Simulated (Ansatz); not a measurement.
Worked example: self-consistent single point of TaN (P31m, 6 atoms in the cell) in Ansatz (a program for electronic structure).

Method of the run: PBEsol, default PAW files made with PBE (plane waves; Ansatz).

```xyz
6
Lattice="5.2345 0.0000 0.0000 -2.6173 4.5332 0.0000 0.0000 0.0000 2.9293" Properties=species:S:1:pos:R:3 pbc="T T T"
Ta     0.0000     0.0000     0.0500
Ta     0.0000     3.0222     1.4647
Ta     2.6173     1.5111     1.4647
N      2.0540     0.0000     0.0000
N      1.5903     2.7544     0.0000
N     -1.0270     1.7788     0.0000
```

Reference input (self-consistent single point, DFT, PBEsol, plane waves, default PAW files made with PBE): basis.ecutwfc = 30.9 Ry; kpoints.mp_grid.grid = 7 7 11; hamiltonian.xc = pbesol; hamiltonian.pseudopotentials = {kind: paw} (the program's default PAW files); scf.occupations.method = fermi_dirac; scf.occupations.width = 0.0073 Ry. This run's input differs from it in these lines:

Ansatz 0.2 input:
```diff
@@ -15,3 +15,3 @@
 kpoints:
-  mp_grid: { grid: [7, 7, 11] }
+  mp_grid: { grid: [12, 12, 18] }
 hamiltonian:
@@ -20,3 +20,3 @@
 scf:
-  occupations: { method: fermi_dirac, width: 0.0073 Ry }
+  occupations: { method: fermi_dirac, width: 0.0015 Ry }
 output:
```

Log, with long lists cut:

```
SCF iter   1: F=—  HF=-30562.919654 eV  |F-HF|=—  |Δ(HF+E_count)|=         —  Δρ=1.14e-2  dr2=8.46e-2  ethr=1.77e-3  ⟨swp⟩=6.2  Hψ=39677  notcnv=0
all-band conjugate gradients solve this SCF's bands
preconditioner: auto → Kerker (q_TF=auto, 2.616 Å⁻¹)
SCF iter   2: F=—  HF=-30562.904724 eV  |F-HF|=—  |Δ(HF+E_count)|=   1.49e-2  Δρ=4.59e-3  dr2=1.16e-2  ethr=1.57e-4  ⟨swp⟩=2.1  Hψ=15024  notcnv=0  defer=390
   [... lines left out ...]
SCF iter   4: F=—  HF=-30562.902691 eV  |F-HF|=—  |Δ(HF+E_count)|=   5.33e-4  Δρ=3.99e-4  dr2=8.33e-5  ethr=4.90e-6  ⟨swp⟩=2.0  Hψ=12905  notcnv=0  defer=419
SCF iter   5: F=—  HF=-30562.902708 eV  |F-HF|=—  |Δ(HF+E_count)|=   1.70e-5  Δρ=8.58e-5  dr2=4.73e-6  ethr=1.54e-7  ⟨swp⟩=2.0  Hψ=12649  notcnv=0  defer=419
SCF iter   6: F=—  HF=-30562.902708 eV  |F-HF|=—  |Δ(HF+E_count)|=   5.08e-7  Δρ=1.81e-5  dr2=2.29e-7  ethr=8.76e-9  ⟨swp⟩=2.5  Hψ=14328  notcnv=0  defer=419
SCF iter   7: F=-30562.902708 eV  HF=-30562.902708 eV  |F-HF|=1.99e-9  |Δ(HF+E_count)|=   1.97e-8  Δρ=2.97e-6  dr2=5.26e-9  ethr=1.85e-10  ⟨swp⟩=9.3  Hψ=37829  notcnv=0
SCF 1 converged in 7 iterations: F = -30562.902708 eV  dr2 = 5.26e-9
Free energy (F): -30562.902708 eV
Internal energy: -30562.901850 eV  (E = F + TS)
E sigma→0 (E₀):  -30562.902279 eV
Entropy (-TS):   -0.000858 eV (-0.143 meV/atom)
Fermi energy:    19.146727 eV
--- Forces (eV/Å), atoms counted from 1 ---
  atom   1  Ta     0.00000000     0.00000000    -0.56470870
  atom   2  Ta    -0.00000000    -0.00000000     0.04105691
  atom   3  Ta    -0.00000000     0.00000000     0.04105691
  atom   4  N     -0.03877534    -0.00000000     0.16086450
  atom   5  N      0.01938767     0.03358043     0.16086450
  atom   6  N      0.01938767    -0.03358043     0.16086450
--- Stress (GPa, compression-positive) ---
       -9.626864       0.000000       0.000000
        0.000000      -9.626864       0.000000
       -0.000000       0.000000     -11.068147
  P = ⅓ Tr σ = -10.1073 GPa (-101.073 kbar)
  The stress holds the Pulay correction. Without it, at fixed plane waves, as pw.x and ABINIT print it: P = -10.5462 GPa
```

The run converged in 7 iterations. Against the reference run the free energy rises by 1.7 meV/atom, the pressure hardly changes (-10.09 to -10.11 GPa) and the largest force hardly changes (0.561 to 0.565 eV/Å).

The starting cell comes from a database of computed structures (which also holds hypothetical and non-ambient phases and stackings), without a prior relaxation at this level. Its lattice was rescaled by up to half a per cent. One atom was moved a little off its site on purpose. Spin polarisation is off. With a pressure of about -10 GPa the cell is away from its equilibrium volume at this level. Ansatz's pressure includes its estimate of the finite-basis (Pulay) stress.

Cost on one core of a shared machine: roughly 50 s.
